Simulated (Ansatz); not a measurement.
**Polycrystal shear modulus of AlB2-type HfB₂ at several levels of theory**

No measured value is used here.

| level (code) | value (GPa) | cell (Å³/atom) |
|---|---|---|
| LDA+SOC (Ansatz) | 264 | 9.50 |
| PBE (Ansatz) | 242 | 9.96 |
| PBE-D3(BJ) (Ansatz) | 257 | 9.72 |
| r²SCAN (Ansatz) | ___ | 9.88 |

Some entries are withheld; supply them.


- r²SCAN (Ansatz, a program for electronic structure), value (GPa): 253

Density-functional levels without +SOC have no spin–orbit coupling. PBE-D3(BJ): the dispersion coefficients are held fixed in the derivatives. Each level is taken at its own relaxed cell. Cutoffs differ between the levels. Ansatz's density-functional and Hartree–Fock values are scalar-relativistic unless marked +SOC, with PAW data made under PBE.
